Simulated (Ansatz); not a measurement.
# Habitual settings against a tight run: Cd₅TeS₄ (I-4m2, 10 atoms in the cell)

Self-consistent single point.

```yaml
crystal:
  lattice:
    - [-2.18286, 2.18286, 15.30540]
    - [2.18286, -2.18286, 15.30540]
    - [2.18286, 2.18286, -15.30540]
  atoms:
    - { symbol: Cd, position: [0.80943, 0.80943, 0.00000] }
    - { symbol: Cd, position: [0.19057, 0.19057, 0.00000] }
    - { symbol: Cd, position: [0.59592, 0.59592, 0.00000] }
    - { symbol: Cd, position: [0.40408, 0.40408, 0.00000] }
    - { symbol: Cd, position: [0.00000, 0.00000, 0.00000] }
    - { symbol: Te, position: [0.75000, 0.25000, 0.50000] }
    - { symbol: S, position: [0.14321, 0.64321, 0.50000] }
    - { symbol: S, position: [0.35679, 0.85679, 0.50000] }
    - { symbol: S, position: [0.54824, 0.04824, 0.50000] }
    - { symbol: S, position: [0.95176, 0.45176, 0.50000] }
```

Method of the run: PBEsol, PAW files made with PBE (plane waves; Ansatz, a first-principles code).

Base settings: basis.ecutwfc = 30.9 Ry; kpoints.mp_grid.grid = 5 5 5; hamiltonian.xc = pbesol; hamiltonian.pseudopotentials = {kind: paw} (the program's default PAW files); scf.occupations.method = fixed.

Tight run (finer mesh or higher cutoff; not a proven limit): basis.ecutwfc: 30.9 Ry → 43.4 Ry; kpoints.mp_grid.grid: 5 5 5 → 7 7 7; scf.convergence.dr2_threshold: default (1e-07 eV) → 1e-09 eV. It gave top of the valence band (on the code's own zero) 6.07 eV; gap on the k-point mesh 0.27 eV; pressure -4.45 GPa; largest force (vector length) 0.068 eV/Å.

Quick runs, as changes from the base:
- A: the base itself
- B: basis.ecutwfc: 30.9 Ry → 15.4 Ry; kpoints.mp_grid.grid: 5 5 5 → 4 4 4; kpoints.mp_grid.shift: default → 0.5 0.5 0.5
- C: basis.ecutwfc: 30.9 Ry → 24.6 Ry; kpoints.mp_grid.grid: 5 5 5 → 2 2 2; scf.occupations.method: fixed → methfessel_paxton; scf.occupations.width: default → 0.0147 Ry; scf.convergence.dr2_threshold: default (1e-07 eV) → 0.001 eV
- D: basis.ecutwfc: 30.9 Ry → 18.4 Ry; kpoints.mp_grid.grid: 5 5 5 → 1 1 1; kpoints.mp_grid.shift: default → 0.5 0.5 0.5; scf.convergence.dr2_threshold: default (1e-07 eV) → 0.001 eV
- E: basis.ecutwfc: 30.9 Ry → 18.4 Ry; kpoints.mp_grid.grid: 5 5 5 → 6 6 6; hamiltonian.xc: pbesol → lda; scf.convergence.dr2_threshold: default (1e-07 eV) → 0.001 eV [LDA (PW92)]
- F: kpoints.mp_grid.grid: 5 5 5 → 4 4 4; hamiltonian.xc: pbesol → lda; scf.occupations.method: fixed → methfessel_paxton; kpoints.mp_grid.shift: default → 0.5 0.5 0.5; scf.occupations.width: default → 0.01 Ry; scf.convergence.dr2_threshold: default (1e-07 eV) → 0.0001 eV [LDA (PW92)]

Dashes: gap of C, F, left out as unsure on this mesh or at this smearing; energy of E, F, another energy zero.

Gaps are read on each run's own mesh, which may miss the band edges.

† marks runs with another functional, U, potentials or spin treatment: their distance from the tight run is not a convergence error alone.

The count of work is k-points × plane waves × bands × iterations; it is no time. 

Pressures in the table are Ansatz's without its Pulay estimate, at a fixed set of plane waves; the tight run's value above holds the estimate.

The starting cell comes from a database of computed structures (which also holds hypothetical and non-ambient phases and stackings), without a prior relaxation at this level. Its lattice was rescaled by a random factor within 2.5 % of one. Spin-orbit coupling is off. In the base run, with a pressure of about -4 GPa the cell is away from its equilibrium volume at this level.

```tsv
run	energy less tight (meV/atom)	pressure less tight (GPa)	largest miss in a force vector (eV/Å)	gap on the mesh less tight (eV)	count of work / tight
A	2.6	0.00	0.005	-0.009	0.20
B	3299.9	-102.47	0.238	0.088	0.044
C	157.0	0.65	0.032	–	0.021
D	1932.9	-12.87	0.082	0.801	0.0040
E†	–	-25.60	0.046	-0.113	0.086
F†	–	-1.69	0.026	–	0.083
```

Among the runs at the tight run's level, the energy misses run from 2.6 to 3299.9 meV/atom.

Keys are those of Ansatz 0.2.
